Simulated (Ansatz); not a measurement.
The starting structures come from a database of crystals and need not be the phases stable at ambient conditions.

Where the default PAW files enter, the runs use the earlier of Ansatz's two default sets.

By PBEsol, the system below comes out a metal.

A figure of merit of an interconnect metal is its ballistic conductance per area.

```xyz
6
Lattice="3.9798 0.0000 0.0000 -1.9899 3.4466 0.0000 0.0000 0.0000 5.0239" Properties=species:S:1:pos:R:3 pbc="T T T"
Ni     1.9899     1.1489     1.2560
Ni     0.0000     2.2977     3.7679
Ni     0.0000     0.0000     0.0000
Ni     0.0000     0.0000     2.5119
Ge     1.9899     1.1489     3.7679
Ge     0.0000     2.2977     1.2560
```

Space group of this cell: P6_3/mmc. The cell is taken as given; by PBEsol its mean pressure is -1.1 GPa.

The current flows along the normal of the first two printed cell vectors, the (001) plane of the conventional cell. No spin-orbit coupling; the value is a mean over 0.1 eV about the Fermi level.

### Question
Give the ballistic conductance per area that Ansatz (an electronic-structure program) with PBEsol yields.

### Answer
0.77 × 10¹⁵ S/m² for both spins.
